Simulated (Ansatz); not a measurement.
Base system: La (space group P6_3/mmc, No. 194; relaxed with 0.1 eV smearing).

```
La
1.0
    3.78354     0.00000     0.00000
   -1.89177     3.27665     0.00000
    0.00000     0.00000    12.06805
La
4
Direct
  0.00000   0.00000   0.00000
  0.00000   0.00000   0.50000
  0.33333   0.66667   0.25000
  0.66667   0.33333   0.75000
```

Computed with r2SCAN (Ansatz, a quantum-chemistry and plane-wave program; PAW; 500 eV plane waves; without spin-orbit coupling).

For the base:

| Quantity | Result |
|---|---|
| Pressure | 0.0 GPa |
| Band gap | zero |

Modification: every lattice vector is stretched by 1.16 %; the atoms relax in the strained cell.

Problem. What happens to the pressure, energy relative to the base and band gap?

Solution. The pressure (mean of the normal stresses, compression positive) goes from zero to -0.8 GPa; the energy goes up by 3.2 meV/atom; the band gap stays zero.

Stability against distortions was not tested.
